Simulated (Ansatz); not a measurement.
Consider the following.

```yaml
crystal:
  lattice:
    - [0.03981, 2.78375, 2.78375]
    - [2.78375, 0.03981, 2.78375]
    - [2.82356, 2.82356, 0.00000]
  atoms:
    - { symbol: Zn, position: [0.00259, 0.00259, 0.99741] }
    - { symbol: Se, position: [0.24741, 0.24741, 0.25259] }
```

No spin polarisation.

Method: Ansatz (a first-principles code) LDA, no SOC. Γ-centred 10×10×10 mesh, Fermi–Dirac width 0.05 eV.

### Question
Predict the band gap and stress.

### Answer
- Band gap = 1.15 eV
- Stress (xx, yy, zz, yz, xz, xy; compression positive) = (0.01, 0.01, -0.01, 0.00, 0.00, -1.23) GPa

The cells carry an imposed strain or load. Stability against distortions was not tested. The cell was made from ZnSe in the zinc blende structure (space group F-43m, No. 216) by this change: tensor shear ε_xy = +1.43 %.
